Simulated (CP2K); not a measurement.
A working CP2K input for LiHF2 (C2/m, 4 atoms in the cell) (DFT PBEsol, GPW, DZVP-MOLOPT-SR-GTH basis, GTH-PBE potentials (GTH_POTENTIALS)):

```
&GLOBAL
  PROJECT calc
  RUN_TYPE ENERGY_FORCE
  PRINT_LEVEL MEDIUM
&END GLOBAL
&FORCE_EVAL
  METHOD Quickstep
  STRESS_TENSOR ANALYTICAL
  &DFT
    BASIS_SET_FILE_NAME BASIS_MOLOPT
    POTENTIAL_FILE_NAME GTH_POTENTIALS
    &QS
      METHOD GPW
      EPS_DEFAULT 1E-10
    &END QS
    &MGRID
      CUTOFF 550
      REL_CUTOFF 50
      NGRIDS 5
    &END MGRID
    &SCF
      SCF_GUESS ATOMIC
      EPS_SCF 1E-7
      MAX_SCF 100
      ADDED_MOS 4
      &DIAGONALIZATION
        ALGORITHM STANDARD
      &END DIAGONALIZATION
      &MIXING
        METHOD BROYDEN_MIXING
        ALPHA 0.2
        NBUFFER 8
      &END MIXING
      &SMEAR ON
        METHOD GAUSSIAN
        SIGMA [eV] 0.02
      &END SMEAR
    &END SCF
    &KPOINTS
      SCHEME MONKHORST-PACK 9 9 5
    &END KPOINTS
    &XC
      &XC_FUNCTIONAL
        &PBE
          PARAMETRIZATION PBESOL
        &END PBE
      &END XC_FUNCTIONAL
    &END XC
    &PRINT
      &MO
        EIGENVALUES T
        OCCUPATION_NUMBERS T
        NDIGITS 8
        FILENAME mo
        &EACH
          QS_SCF 0
        &END EACH
        ADD_LAST NUMERIC
      &END MO
      &MULLIKEN ON
      &END MULLIKEN
    &END PRINT
  &END DFT
  &SUBSYS
    &CELL
      A 3.04256900 0.00000000 0.00000000
      B 1.42187500 2.68988800 0.00000000
      C -2.21421600 -1.33409500 4.29815600
      PERIODIC XYZ
    &END CELL
    &COORD
      SCALED
      Li       0.00000000     0.00000000     0.00000000
      H        0.00000000     0.00000000     0.50000000
      F        0.20980000     0.20980000     0.75070000
      F        0.79020000     0.79020000     0.24930000
    &END COORD
    &KIND Li
      BASIS_SET DZVP-MOLOPT-SR-GTH-q3
      POTENTIAL GTH-PBE-q3
    &END KIND
    &KIND H
      BASIS_SET DZVP-MOLOPT-SR-GTH-q1
      POTENTIAL GTH-PBE-q1
    &END KIND
    &KIND F
      BASIS_SET DZVP-MOLOPT-SR-GTH-q7
      POTENTIAL GTH-PBE-q7
    &END KIND
  &END SUBSYS
  &PRINT
    &FORCES ON
    &END FORCES
    &STRESS_TENSOR ON
    &END STRESS_TENSOR
  &END PRINT
&END FORCE_EVAL
```

The run converged in 16 iterations: free energy E − TS -1537.5607 eV; top of the valence band (on the code's own zero) -2.32 eV; gap on the k-point mesh 7.94 eV; pressure -3.39 GPa; largest force (vector length) 0.326 eV/Å. Each of these slips is then made, one at a time:

(1)
```diff
-      MAX_SCF 100
+      MAX_SCF 4
```

(2)
```diff
-    &END MGRID
```

**Question.** What happens in each case?

**Answer.** 
(1) An iteration limit that is too low. The run ended unconverged after 4 iterations, with the message: SCF run NOT converged. To continue the calculation regardless, please set the keyword IGNORE_CONVERGENCE_FAILURE. qs_scf.F:702.

(2) A section without its end line. The program stopped before any SCF iteration, with the message: unknown subsection SCF of section MGRID input/input_parsing.F:192.

The starting cell comes from a database of computed structures (which also holds hypothetical and non-ambient phases and stackings), without a prior relaxation at this level. Its lattice was rescaled by a random factor within 2.5 % of one. Values carry the incompleteness of an atom-centred basis. The potentials were made for another functional than the one used. In the base run, with a pressure of about -3 GPa the cell is away from its equilibrium volume at this level.

Left out of this page: 3 runs of the series outside the window shown, repeating another row's setting, or not comparable.
